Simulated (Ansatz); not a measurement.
A computed series for MgS: response to strain

Base system: MgS in the rock salt structure (space group Fm-3m, No. 225; a = 5.1820 Å).

Strains are applied to the cell and any free atomic positions relax.

Method: PBEsol (Ansatz, a program for electronic structure), without spin-orbit coupling.

Candidates:
(a) isotropic strain −1.00 %
(b) isotropic strain −2.50 %
(c) isotropic strain +1.50 %
(d) isotropic strain +1.00 %
(e) isotropic strain −2.00 %

For the base:

The band gap comes out as 2.73 eV.

Q: Order them by band gap, highest first.

A: (b) isotropic strain −2.50 % (2.87 eV), (e) isotropic strain −2.00 % (2.84 eV), (a) isotropic strain −1.00 % (2.79 eV), (d) isotropic strain +1.00 % (2.67 eV), (c) isotropic strain +1.50 % (2.64 eV)

Stability against distortions was not tested.
